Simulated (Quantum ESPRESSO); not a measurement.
# Convergence study of the k-point mesh at a smearing width of 0.05 eV for BePd (P4mm, 2 atoms in the cell)

```
BePd
1.0
    2.80321     0.00000     0.00000
    0.00000     2.80321     0.00000
    0.00000     0.00000     2.80321
Be Pd
1 1
Cartesian
  0.00000   0.00000   0.05000
  1.40160   1.40160   1.40160
```

Computed with PBEsol, GBRV 1.5 ultrasoft (PBESOL) pseudopotentials (plane waves; Quantum ESPRESSO 7.5).

Base settings: ecutwfc = 40 Ry; ecutrho = 320 Ry; occupations = smearing; smearing = fermi-dirac; degauss = 0.0073499 Ry; potentials = {Be: be_pbesol_v1.4.uspp.F.UPF, Pd: pd_pbesol_v1.4.uspp.F.UPF}; K_POINTS = automatic 10 10 10 0 0 0; conv_thr = 1e-10 Ry.

In this ladder: degauss = 0.0036749 Ry.

The second cell is the first with its lattice scaled by 0.98.

Only quantities that move along the ladder and can be compared are tabulated.

The count of work is k-points × plane waves × bands × iterations; it is no time. Core times come from one kind of shared machine, to one figure; runs under 30 s give none.

The starting cell comes from a database of computed structures (which also holds hypothetical and non-ambient phases and stackings), without a prior relaxation at this level. Its lattice was rescaled by up to half a per cent. One atom was moved a little off its site on purpose. Spin polarisation is off.

Steps (K_POINTS): automatic 4 4 4 0 0 0; automatic 5 5 5 0 0 0; automatic 6 6 6 0 0 0; automatic 7 7 7 0 0 0; automatic 9 9 9 0 0 0; automatic 11 11 11 0 0 0; automatic 13 13 13 0 0 0; automatic 15 15 15 0 0 0; automatic 19 19 19 0 0 0; automatic 23 23 23 0 0 0; automatic 28 28 28 0 0 0.

**Question.** What is the coarsest K_POINTS that holds the free energy within 0.5 meV/atom of the last step, with all finer ones?

**Answer.** automatic 15 15 15 0 0 0, at 0.15 of the last step's count of work; the step before is off by 1.0 meV/atom.

**Question.** What is the coarsest K_POINTS that holds the pressure within 0.5 GPa of the last step, with all finer ones?

**Answer.** automatic 6 6 6 0 0 0, at 0.022 of the last step's count of work; the step before is off by 0.79 GPa.

**Question.** What is the coarsest K_POINTS that holds the forces within 0.01 eV/Å of the last step, with all finer ones?

**Answer.** automatic 5 5 5 0 0 0, at 0.0091 of the last step's count of work; the step before is off by 0.014 eV/Å.

```csv
K_POINTS,free energy less the last step's (meV/atom),energy of the compressed cell less the first (meV/atom),pressure (GPa),largest difference of a force vector from the last step's (eV/Å),count of work / last,core time / last (rough)
automatic 4 4 4 0 0 0,82.62,29.53,0.84,0.014,0.0090,–
automatic 5 5 5 0 0 0,-28.80,20.35,-1.43,0.005,0.0091,–
automatic 6 6 6 0 0 0,14.28,23.42,-0.51,0.001,0.022,–
automatic 7 7 7 0 0 0,-0.24,23.96,-0.53,0.000,0.022,–
automatic 9 9 9 0 0 0,1.79,23.34,-0.71,0.004,0.038,–
automatic 11 11 11 0 0 0,1.83,22.81,-0.80,0.002,0.064,–
automatic 13 13 13 0 0 0,1.03,23.57,-0.61,0.000,0.11,–
automatic 15 15 15 0 0 0,0.42,23.32,-0.68,0.000,0.15,–
automatic 19 19 19 0 0 0,-0.30,23.61,-0.61,0.000,0.31,0.3
automatic 23 23 23 0 0 0,-0.01,23.56,-0.62,0.000,0.52,0.5
automatic 28 28 28 0 0 0,0.00,23.49,-0.64,0.000,1.0,1
```

The energy difference between the two cells stays within 1 meV/atom of the last step's from automatic 6 6 6 0 0 0 on, the total only from automatic 15 15 15 0 0 0 on: much of the error is common to both cells and cancels.
